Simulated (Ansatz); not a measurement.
# Defect calculation: C on the N site + 1 H in metastable zinc-blende GaN

Computed with PBE, PAW (plane waves to 420 eV; Ansatz, a program for electronic structure). Cell: 64 sites, 2×2×2; final energies on a 2×2×2 shifted mesh. Sites at the start: the N site; H antibonding at the dopant. Finite-size correction: monopole term and site-potential alignment. Dielectric constants: PBE linear response of the host. Host gap at this level: 1.54 eV. A cell of this size leaves errors of a few tenths of an eV. The semilocal functional narrows the gap, so deep levels can fall outside it. Spin–orbit coupling is left out. Each state is the lowest found from its start.

| charge | moment (μB) | largest move off a lattice site (Å) | image correction with alignment (eV) |
|---|---|---|---|
| +1* | 1.0 | 0.13 | – |
| 0 | not spin-polarised | 0.11 | 0.00 |

* At this level the carrier isn't localised at the defect: at charge +1 holes occupy the valence band. Such a state is shallow or no state of the defect, and this cell gives it no level.

No other site or start that was run ended lower by more than 0.1 eV.
